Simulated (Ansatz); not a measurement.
We consider Na3N (model structure, started from the D03 type, Fm-3m, No. 225, 4 atoms in the cell), described by HSE06 (Ansatz, a program for electronic structure, plane waves, PAW).

Numerical settings: plane-wave cutoff 460 eV, 8×8×8 k mesh, Fermi–Dirac smearing 0.01 eV, scalar-relativistic PAW data made under PBE.

The cell is the one relaxed with PBEsol. Conventional cell: a = 6.1939 Å, b = 6.1939 Å, c = 6.1939 Å, α = 90.00°, β = 90.00°, γ = 90.00°.

```
CELL_PARAMETERS angstrom
      0.00000     3.09694     3.09694
      3.09694     0.00000     3.09694
      3.09694     3.09694     0.00000
ATOMIC_POSITIONS crystal
  N  0.00000 0.00000 0.00000
  Na 0.50000 0.50000 0.50000
  Na 0.25000 0.25000 0.25000
  Na 0.75000 0.75000 0.75000
```

List the 5 lowest band energies at Γ above −25 eV (eV, relative to the valence band maximum), grouping those that round alike.

At Γ: -12.57, 0.00 (×3), 0.47.

Note: the run warned that its exchange threshold was loose for the stress; the relaxation could raise the start's symmetry but not lower it, so the cell can be a saddle point; cell and atoms aren't relaxed at this level (pressure -1.0 GPa).

A model structure was made by putting elements into a prototype or built by hand; it is no filed structure, need not be a known phase, and can be a saddle point held by its symmetry.
